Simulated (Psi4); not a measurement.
Psi4 1.11, BP86/def2-svp: W(S)2(Cl)(SH) ([S]=[W](=[S])([SH])[Cl]), 6 atoms. The geometry is a generated start, not checked to be a minimum at this level.

```
Item                                                  Value
--------------------------  -------------------------------
task                                                 energy
method                                                 bp86
basis                                              def2-svp
memory                                                 3 GB
maxiter                                                 100
keys of the molecule block                      symmetry c1
scf_type                                       df (default)
guess                        auto, which took SAD (default)
scf_initial_accelerator                     adiis (default)
e_convergence                               1e-06 (default)
d_convergence                               1e-06 (default)
dft_radial_points                              75 (default)
dft_spherical_points                          302 (default)
effective core potentials   those of the basis set, past Kr
basis functions                                         109
grid points                                          129627
```

```xyz
6

W      0.2722     0.4763    -0.0437
S      1.2589    -0.6761    -1.6028
S      1.5160     0.2689     1.7322
Cl    -0.0252     2.5524    -0.5399
S     -1.7066    -0.7141     0.4576
H     -1.3153    -1.9074    -0.0033
```

Charge 0 and multiplicity 1 are set for this test and not shown to be the ground state.

One run each on 2 threads. Values of diis_max_vecs tried: 3, 6, 10 (default), 20.

Question: Which value of diis_max_vecs needs the fewest SCF iterations, and what happens away from it?

Answer: Fewest SCF iterations, within one of each other: 10 (default) with 13, 20 with 13. The count rises to 15 at 6. The run ends without SCF convergence in 100 iterations at 3.

```csv
diis_max_vecs,SCF iterations,end
3,100,no convergence
6,15,same solution
10 (default),13,same solution
20,13,same solution
```
